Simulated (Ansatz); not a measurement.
# Rock-salt ZrN: cohesive energy by level of theory

No measured value is used here.

```tsv
level (code)	value (eV/atom)	cell (Å³/atom)
LDA (Ansatz)	8.77	11.58
PBE (Ansatz)	7.47	12.13
PBEsol (Ansatz)	8.05	11.79
RPBE (Ansatz)	6.91	12.32
PBE-D3(BJ) (Ansatz)	7.90	11.84
rVV10 (Ansatz)	7.64	12.39
B3LYP (VWN-RPA form) (Ansatz)	6.71	12.24
Hartree–Fock (Ansatz)	3.89	12.27
```

Free atoms are spin-polarised, in the lowest state found; at levels without +SOC their spin–orbit coupling is left out.  B3LYP (VWN-RPA form), Hartree–Fock: the free atom's electronic state is in doubt. Each level is taken at its own relaxed cell. Cutoffs and k meshes differ between the levels. Ansatz's density-functional and Hartree–Fock values are scalar-relativistic unless marked +SOC, with PAW data made under PBE.

Ansatz is a quantum-chemistry and plane-wave program.
